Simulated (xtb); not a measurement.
xtb 6.7.1, GFN1-xTB: Zr(Cl)(OH)2(NH2) ([NH2][Zr]([OH])([OH])[Cl]), 9 atoms. The geometry is a generated start, not checked to be a minimum at this level.

- method: GFN1-xTB
- --acc: 1 (default)
- --etemp (K): 300 (default)
- detailed input (--input): none: ANC optimiser, Lindh (1995) Hessian, microcycle=20, maxdispl=1.0, hlow=0.01 (default)
- basis functions: 40
- valence electrons: 32

```xyz
9

Zr     0.4905     0.1815     0.0138
Cl     1.5901     1.4629     1.5546
O      1.2759    -1.5087    -0.2085
H      1.4182    -2.0034    -1.0234
O      0.2260     1.0194    -1.6403
H     -0.4328     0.8201    -2.3141
N     -1.3387    -0.0217     0.8415
H     -1.7307     0.8319     1.2630
H     -1.4985    -0.7818     1.5135
```

Charge 0 and multiplicity 1 are set for this test and not shown to be the ground state.

The structure is relaxed from this start with --opt LEVEL for the levels crude, sloppy, loose, lax, normal, tight, vtight, extreme, once each. Up to the end of the extreme run atoms move by at most 0.74 Å along an axis.

Task: What is the loosest level that ends within 5 meV of the extreme run, and how many cycles does it take?

Result: loose: 25 cycles against 50, ending 2.1 meV above.

```json
[
 {"level": "crude", "cycles": "12", "energy above the extreme run (meV)": "26", "gradient norm (eV/Å)": "0.38"},
 {"level": "sloppy", "cycles": "16", "energy above the extreme run (meV)": "20", "gradient norm (eV/Å)": "0.26"},
 {"level": "loose", "cycles": "25", "energy above the extreme run (meV)": "2.1", "gradient norm (eV/Å)": "0.10"},
 {"level": "lax", "cycles": "28", "energy above the extreme run (meV)": "0.67", "gradient norm (eV/Å)": "0.055"},
 {"level": "normal", "cycles": "33", "energy above the extreme run (meV)": "0.094", "gradient norm (eV/Å)": "0.022"},
 {"level": "tight", "cycles": "34", "energy above the extreme run (meV)": "0.083", "gradient norm (eV/Å)": "0.014"},
 {"level": "vtight", "cycles": "40", "energy above the extreme run (meV)": "0.041", "gradient norm (eV/Å)": "0.0082"},
 {"level": "extreme", "cycles": "50", "energy above the extreme run (meV)": "—", "gradient norm (eV/Å)": "0.0055"}
]
```
